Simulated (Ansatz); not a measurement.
Mg2Ge under a change: Ge → W

The parent structure is Mg2Ge in the anti-fluorite structure (space group Fm-3m, No. 225; a = 6.3644 Å).

Now apply this change: W takes the place of Ge on all its sites, then cell and atoms are relaxed.

The values are results of plane-wave PAW DFT at the PBEsol level (Ansatz, a quantum-chemistry and plane-wave program, 420 eV), no SOC, not measurements. k-mesh 13×13×13 (Γ-centred); smearing 0.05 eV (Fermi–Dirac).

```json
[
 {"quantity": "volume per atom", "base": "21.48 Å³", "changed": "22.47 Å³", "shift": "+0.99 Å³"},
 {"quantity": "lattice parameter a", "base": "6.364 Å", "changed": "6.461 Å", "shift": "+0.0964 Å"},
 {"quantity": "shortest interatomic distance", "base": "2.756 Å", "changed": "2.798 Å", "shift": "+0.042 Å"},
 {"quantity": "band gap", "base": "0.08 eV", "changed": "zero", "shift": "–"}
]
```

Final structure:

```
CELL_PARAMETERS angstrom
      0.00000     3.23042     3.23042
      3.23042     0.00000     3.23042
      3.23042     3.23042     0.00000
ATOMIC_POSITIONS crystal
  W  0.00000 0.00000 0.00000
  Mg 0.25000 0.25000 0.25000
  Mg 0.75000 0.75000 0.75000
```

No phonon test of stability was made. As relaxed here, Mg2W is a hypothetical phase, not in the database extracts checked. All final runs are without spin polarisation. Mg2W has a high density of states at the Fermi level and may be magnetic at this level. The zero or small gap of Mg2Ge can change with the level of theory.
